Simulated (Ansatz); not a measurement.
TaN (space group Pm-3m, No. 221; a hypothetical phase, not in the database extracts checked)

```
TaN
1.0
    4.21319     0.00000     0.00000
    0.00000     4.21319     0.00000
    0.00000     0.00000     4.21319
Ta N
3 3
Direct
  0.00000   0.50000   0.50000
  0.50000   0.00000   0.50000
  0.50000   0.50000   0.00000
  0.50000   0.00000   0.00000
  0.00000   0.50000   0.00000
  0.00000   0.00000   0.50000
```

Computed with PBEsol in Ansatz (plane waves to 420 eV, PAW, no SOC). k-mesh 11×11×11 (Γ-centred); smearing 0.05 eV (Fermi–Dirac).

| Item | Value |
|---|---|
| Volume per atom | 12.46 Å³ |
| Density | 12.99 g/cm³ |
| Band gap | zero |
| Total energy | -5093.312 eV/atom (σ→0; compares only within this code and set-up) |

Whether these cells are dynamically stable was not tested. The final runs are not spin-polarised.

Ansatz is a quantum-chemistry and plane-wave program.
